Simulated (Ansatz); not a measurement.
polar orthorhombic HfO2 (1 1 0) on rock-salt MgO (1 1 0) (film strained to the substrate, started from cuts of the bulks and a machine-learned relaxation; slabs Mg30O30 and Hf16O30, which can lie off the formulas)

A periodic stack without vacuum, polar orthorhombic HfO2 (1 1 0) on rock-salt MgO (1 1 0) (film strained to the substrate, started from cuts of the bulks and a machine-learned relaxation; slabs Mg30O30 and Hf16O30, which can lie off the formulas): substrate slab Mg30O30, film Hf16O30, surface cells [[-1, 2], [-1, -1]] and [[0, 1], [-1, 0]], film strained by +0.5 and +2.1 %, outermost planes MgO/MgO and HfO/HfO as cut, which need not be the usual terminations and can put a slab off its formula.

The start was prepared with a machine-learned potential, and the result is one local minimum, with the in-plane cell held and forces under 0.04 eV/Å; the film can end far from its bulk form.

Levels used, each named beside its values: PBE (plane waves to 420 eV, PAW; Ansatz, a first-principles code); HSE06 (plane waves to 420 eV, PAW; Ansatz). Geometries and values that name no level are of the first. Scalar-relativistic, without spin–orbit coupling; PBE gaps are too small against experiment. Its k-point mesh 3×5×1, Fermi–Dirac width 0.05 eV. HSE06 ran on meshes of its own (8×8×8); its edges and gaps are taken over the mesh and over extra points off it, mostly where PBE has its edges.

The interface area is 38.4 Å². The period is 30.59 Å and the heights between the nearest atoms of the two slabs at the two interfaces comes out as 1.58 and 1.17 Å. The Hf–Mg contacts across the interfaces within 1.22 times the sum of covalent radii is 16, mean 3.43 Å and the Mg–O contacts across the interfaces within 1.22 times the sum of covalent radii comes out as 4, mean 2.05 Å. The Hf–O contacts across the interfaces within 1.22 times the sum of covalent radii is 4, mean 2.10 Å and the spin-polarised check at this geometry is falls back to no moment.

```xyz
106
Lattice="7.3679 -0.0014 0.0091 0.0006 5.2074 -0.1616 0.6674 -3.5769 30.7173" Properties=species:S:1:pos:R:3 pbc="T T T"
Mg     1.8331     3.9368     2.1886
Mg     4.2536     2.2112     2.3968
Mg     6.7647     0.4337     2.4296
Mg     1.8023     1.2187     0.7870
Mg     4.4846     4.8467     0.9646
Mg     6.5684     2.8681     1.0633
Mg     6.7410     0.5627     5.4566
Mg     1.8336     4.0329     5.3113
Mg     4.2887     2.2960     5.4038
Mg     6.7393     3.1148     3.9202
Mg     1.8327     1.3792     3.8799
Mg     4.2942     4.8562     3.8516
Mg     4.2862     2.3937     8.4005
Mg     6.7406     0.6590     8.4581
Mg     1.8295     4.1335     8.3541
Mg     4.2882    -0.2583     6.9892
Mg     6.7413     3.2151     6.8845
Mg     1.8299     1.4793     6.9227
Mg     1.8199     4.2449    11.4054
Mg     4.2851     2.4883    11.3756
Mg     6.7438     0.7431    11.4514
Mg     1.8234     1.5831     9.9639
Mg     4.2896    -0.1639     9.9803
Mg     6.7403     3.3097     9.8707
Mg     6.5525     0.5253    14.3992
Mg     1.8081     4.3803    14.5586
Mg     4.4430     2.6549    14.2522
Mg     6.7380     3.3566    12.8514
Mg     1.8025     1.7318    13.0834
Mg     4.2611    -0.0697    12.9694
O      3.1951     3.2041     0.8171
O      5.4816     1.2754     1.1503
O      0.5328     4.6913     0.6539
O      0.6521     2.1721     2.2933
O      3.0128     0.4921     2.3510
O      5.5345     3.9336     2.4528
O      0.6166     4.8445     3.7660
O      3.0501     3.1233     3.8384
O      5.5170     1.3819     3.9851
O      5.5163     4.0340     5.3709
O      0.6099     2.2971     5.3749
O      3.0536     0.5613     5.4345
O      5.5140     1.4780     6.9396
O      0.6064    -0.2555     6.9677
O      3.0552     3.2135     6.8688
O      3.0544     0.6603     8.4662
O      5.5137     4.1286     8.3365
O      0.6042     2.3977     8.3985
O      3.0490     3.3162     9.8979
O      5.5096     1.5694     9.9168
O      0.6080    -0.1545     9.9933
O      0.6006     2.4956    11.4178
O      3.0431     0.7805    11.5225
O      5.5106     4.2112    11.2737
O      0.6555    -0.0384    13.0544
O      2.9940     3.4638    12.9824
O      5.4963     1.6160    12.8721
O      5.4429     4.2291    14.0566
O      0.5085     2.6730    14.3994
O      3.1954     1.1573    14.7908
Hf     7.3778     2.3361    16.3382
Hf     5.3577    -1.0250    18.6459
Hf     1.6169    -0.6397    18.4523
Hf     3.3127     1.8336    16.8155
O      3.8881     0.3287    18.0421
O      5.2586    -2.3629    16.8876
O      7.4158    -2.0790    18.4175
O      6.9276     0.3298    18.7965
O      1.4557     0.9760    17.0541
O      2.0667    -1.6793    16.5630
Hf     3.6433     1.7744    20.3297
Hf     1.2923    -0.6190    22.3374
Hf     4.9069    -0.6149    22.4058
Hf     7.3784     1.8869    20.0497
O      7.5030     1.0968    21.9695
O      3.2846    -2.1314    18.8489
O      1.1700    -1.6019    20.6019
O      1.8857     0.9077    19.8213
O      3.4703    -2.0986    22.0547
O      3.0029     0.5846    22.3073
O      4.8697     0.1301    20.5032
O      5.5074    -2.4395    20.1912
Hf     7.0396    -3.1776    24.0518
Hf     4.8548    -0.4288    26.0545
Hf     1.0754    -0.4357    26.0306
Hf     3.1966    -3.1883    23.9874
O      3.6476     1.2257    25.6831
O      6.7042    -1.4676    22.7843
O      4.3603    -1.4005    24.3565
O      5.2056     1.1993    23.3985
O      6.8179    -1.7526    25.6590
O      6.5015     0.8739    25.7485
O      1.3021     0.7619    24.2831
O      1.5514    -1.8919    23.9939
Hf     3.2297    -3.1220    27.7960
Hf     0.6777     0.4929    29.3680
Hf     4.3588    -0.5348    29.5170
Hf     6.6729    -2.9271    27.5077
O      6.2129     0.1356    30.2417
O      2.7911    -1.3262    26.6061
O      7.6648    -1.0108    27.9610
O      1.2758     1.4090    27.1263
O      3.2903    -2.2468    29.6754
O      2.7488     0.5082    29.0115
O      5.0088     0.9359    27.8898
O      4.9941    -1.7014    27.7502
```
